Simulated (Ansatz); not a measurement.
**Convergence study of the plane-wave cutoff for CaC2 (I4mm, 3 atoms in the cell)**

```
CaC2
1.0
   -1.94397     1.94397     3.21812
    1.94397    -1.94397     3.21812
    1.94397     1.94397    -3.21812
Ca C
1 2
Cartesian
  0.00000   0.00000   0.05000
  0.00000   0.00000   3.84816
  0.00000   0.00000   2.58808
```

Level of theory: PBEsol, default PAW files made with PBE (plane waves; Ansatz, an electronic-structure program).

Base settings: basis.ecutwfc = 420 eV; kpoints.mp_grid.grid = 9 9 9; hamiltonian.xc = pbesol; hamiltonian.pseudopotentials = {kind: paw} (the program's default PAW files); scf.occupations.method = fermi_dirac; scf.occupations.width = 0.05 eV.

The second cell is the first with its lattice scaled by 0.98.

The mesh stays at the base's, so the ladder's end is converged at best in this setting alone.

The first pressure column holds Ansatz's estimate of the finite-basis (Pulay) stress, which hides part of the cutoff error; the other is without it.

Only quantities that move along the ladder and can be compared are tabulated.

The count of work is k-points × plane waves × bands × iterations; it is no time. 

The starting cell comes from a database of computed structures (which also holds hypothetical and non-ambient phases and stackings), without a prior relaxation at this level. Its lattice was rescaled by up to half a per cent. One atom was moved a little off its site on purpose.

| basis.ecutwfc | free energy less the last step's (meV/atom) | energy of the compressed cell less the first (meV/atom) | pressure (GPa) | pressure without the Pulay estimate (GPa) | largest difference of a force vector from the last step's (eV/Å) | count of work / last |
|---|---|---|---|---|---|---|
| 145 eV | 5866.69 | 5.99 | -3.30 | -142.69 | 0.747 | 0.056 |
| 170 eV | 3132.39 | 21.59 | 1.61 | -88.38 | 0.181 | 0.068 |
| 190 eV | 1870.57 | 24.71 | 1.80 | -59.78 | 0.190 | 0.083 |
| 210 eV | 1107.76 | 15.39 | 0.06 | -40.23 | 0.386 | 0.092 |
| 230 eV | 657.08 | 9.27 | -1.47 | -27.25 | 0.569 | 0.11 |
| 250 eV | 391.60 | 5.11 | -2.07 | -18.73 | 0.595 | 0.12 |
| 295 eV | 118.07 | 3.72 | -2.21 | -8.59 | 0.344 | 0.16 |
| 335 eV | 36.83 | 2.28 | -2.41 | -4.89 | 0.135 | 0.19 |
| 380 eV | 8.82 | 1.37 | -2.60 | -3.32 | 0.033 | 0.23 |
| 420 eV | 2.45 | 1.11 | -2.64 | -2.85 | 0.009 | 0.27 |
| 460 eV | 0.91 | 1.07 | -2.64 | -2.69 | 0.003 | 0.31 |
| 505 eV | 0.62 | 1.06 | -2.65 | -2.65 | 0.002 | 0.36 |
| 565 eV | 0.49 | 1.05 | -2.65 | -2.66 | 0.001 | 0.43 |
| 630 eV | 0.28 | 1.04 | -2.65 | -2.66 | 0.001 | 0.50 |
| 735 eV | 0.07 | 1.03 | -2.65 | -2.66 | 0.000 | 0.63 |
| 840 eV | 0.03 | 1.03 | -2.65 | -2.65 | 0.000 | 0.76 |
| 1010 eV | 0.00 | 1.02 | -2.65 | -2.65 | 0.000 | 1.0 |

Coarsest basis.ecutwfc that holds the pressure within 0.5 GPa of the last step, with all finer ones: 295 eV, at 0.16 of the last step's count of work; the step before is off by 0.58 GPa.

Coarsest basis.ecutwfc that holds the forces within 0.02 eV/Å of the last step, with all finer ones: 420 eV, at 0.27 of the last step's count of work; the step before is off by 0.033 eV/Å.

Coarsest basis.ecutwfc that holds the pressure without the Pulay estimate within 1 GPa of the last step, with all finer ones: 380 eV, at 0.23 of the last step's count of work; the step before is off by 2.2 GPa.

The energy difference between the two cells stays within 1 meV/atom of the last step's from 380 eV on, the total only from 460 eV on: much of the error is common to both cells and cancels.

At the lowest cutoff the pressure without the Pulay estimate lies 140 GPa under the last step's, the usual sign of Pulay stress in an incomplete plane-wave basis.

Keys are those of Ansatz 0.2.
